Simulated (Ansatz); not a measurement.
Sn on the 1x1 (110) surface of bcc Nb, one in a 3x3 cell, energies for each (69.8 Å²). Energies are against an atom of beta tin, without zero-point or thermal terms; each row is named by its start.

All values below come from PBE (plane waves to 420 eV, PAW; Ansatz, a program for electronic structure).

Model: 37-atom slab, 6.8 Å thick at the start under the adsorbate (thin: gaps and levels are the slab's own), 4x4x1 mesh, Fermi-Dirac 0.1 eV, dipole correction, 18 atoms held, the rest relaxed; each run with such symmetry as its start has; spin where the adsorbate may keep a moment, no spin-orbit, no U, no dispersion correction.

A negative adsorption energy means that the adsorbate is more stable on the surface than in its reference. Starts that drift may end in the same place. Heights count from the host atoms within 0.3 Å of the top one.

```json
[
 {"starting site": "top Nb", "E_ads (eV)": "-0.28", "height (Å)": "2.52", "nearest host atom (Å)": "Nb 2.69", "bonded to": "Nb", "Δ work function (eV)": "-0.13", "lateral drift (Å)": "0.0", "moment (μB)": "0.0"},
 {"starting site": "hollow Nb-Nb-Nb", "E_ads (eV)": "-0.74", "height (Å)": "2.24", "nearest host atom (Å)": "Nb 2.84", "bonded to": "4 Nb", "Δ work function (eV)": "0.10", "lateral drift (Å)": "0.6", "moment (μB)": "–"}
]
```
